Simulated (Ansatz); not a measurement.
# Hypothetical NiAs type KI: strain tensor (xx, yy, zz, yz, xz, xy) = (−0.24, +1.08, −0.21, −2.01, −1.19, −0.95) %

The parent structure is KI in the NiAs type structure (space group P6_3/mmc, No. 194; a = 4.8381 Å, c = 8.5067 Å; a hypothetical phase, not in the database extracts checked). Axes: x lies along a and z along c of the hexagonal cell.

Modification: the symmetric strain tensor [-0.0024 -0.0095 -0.0118; -0.0095 0.0108 -0.0201; -0.0118 -0.0201 -0.0021]; the atoms relax in the strained cell.

Calculations: Kohn–Sham DFT with the PBEsol functional, run in Ansatz (an electronic-structure program) with PAW and 420 eV plane waves, spin-orbit coupling left out. Γ-centred 8×8×4 mesh, Fermi–Dirac width 0.05 eV.

```csv
quantity,base,changed,shift
space group,P6_3/mmc (No. 194),P-1 (No. 2),–
shortest interatomic distance,351.1 pm,344.7 pm,-6.4 pm
energy relative to the base (free energy F),0 meV/atom,+2.8 meV/atom,+2.8 meV/atom
"pressure (mean of the normal stresses, compression positive)",0.00 GPa,-0.03 GPa,-0.025 GPa
band gap,3.78 eV,3.75 eV,-0.03 eV
gap character,direct at Γ,direct at Γ,–
"valence-band top at Γ (three highest levels, from the VBM)","0.00, 0.00, -0.21 eV","0.00, -0.06, -0.22 eV",–
"valley order (the lowest conduction-band minima on the path, energy above the VBM, named in the base's zone)","Γ 3.78 eV; M (1/2, 0, 0) 4.94 eV","Γ 3.75 eV; M (1/2, 0, 0) 4.89 eV; M (0, 1/2, 0) 4.94 eV; M (1/2, 1/2, 0) 4.94 eV",–
"stress (xx, yy, zz, yz, xz, xy; compression positive)",–,"(-0.01, -0.10, 0.03, 0.33, 0.20, 0.06) GPa",–
```

Cost of the whole job for the changed cell (relaxation, final SCF and bands): roughly 100 core-seconds.

With I present, leaving out spin-orbit coupling can change the band edges. Stability against distortions was not tested. Labels are those of the standard path for the cell's own space group.
